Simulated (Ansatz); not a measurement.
Smallest direct gap on the k points sampled of Si3N4 (model structure, started from the spinel Si type, Fd-3m, No. 227, 14 atoms in the cell) at several levels of theory

No measured value is used here.

```
level (code)          value (eV)
--------------------  ----------
LDA (Ansatz)                3.32
PBE (Ansatz)                3.45
r²SCAN (Ansatz)             4.03
HSE06 (Ansatz)              4.77
G0W0@PBEsol (Ansatz)        5.23
```

Computed values are for a static lattice.  Values are at the PBEsol cell. Cutoffs and k meshes differ between the levels. Ansatz's density-functional and Hartree–Fock values are scalar-relativistic unless marked +SOC, with PAW data made under PBE.

A model structure was made by putting elements into a prototype or built by hand; it is no filed structure, need not be a known phase, and can be a saddle point held by its symmetry.

Ansatz is a first-principles code.
